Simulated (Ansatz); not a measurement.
Base system: an 8-atom supercell of AlNi in the CsCl type structure (space group Pm-3m, No. 221; a = 2.862 Å; non-magnetic) at its relaxed geometry.

Calculations: PBEsol/PAW in Ansatz (an electronic-structure program), no SOC.

For the base:

The pressure is 0.0 GPa.

The change: a neutral Ni on a Al site (antisite), atoms relaxed at fixed cell, starting from a slightly rattled geometry.

Question: How does this affect the pressure and largest displacement of a host atom from its site in the perfect cell?

Answer: The pressure goes from zero to -5.7 GPa; the largest displacement of a host atom from its site in the perfect cell comes out as 0.33 Å.

The magnetic state is the one reached from the starting moments; the real material's order can differ, and small cells can't hold many antiferromagnetic ones. In so small a cell the defect repeats every few ångströms: this is an ordered compound, not a dilute defect. Starting moments died away, wholly or in part, for Ni on a Al site (antisite) and the base; another magnetic solution may exist. Spin-polarised in the final run: Ni on a Al site (antisite); the other runs are not. The defect cell is spin-polarised and ends with 0.0 μB.
